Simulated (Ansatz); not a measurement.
Results of HSE06-D3(BJ) (PAW; Ansatz, a quantum-chemistry and plane-wave program) for fluorite HfO2 (high-temperature phase).

Settings: plane-wave cutoff 460 eV, 8×8×8 k mesh, Fermi–Dirac smearing 0.01 eV, scalar-relativistic PAW data made under PBE.

Response to compression and expansion:

```
V (Å³/atom)  P (GPa)  direct gap at Γ (eV)  smallest gap on the k mesh (eV)
-----------  -------  --------------------  -------------------------------
10.041         16.46                 6.458                            5.612
10.305          7.86                 6.386                            5.540
10.569          0.30                 6.312                            5.468
10.744         -4.20                 6.262                            5.421
11.097        -12.19                 6.161                            5.327
```

The fundamental gap (5.47 eV at the equilibrium volume, on the SCF mesh) lies elsewhere than Γ–Γ.

Note: symmetry holds this phase in the static calculation, where it need not be a minimum; held by symmetry at 0 K, a high-temperature phase can be a saddle point.

Spin–orbit coupling is not included.
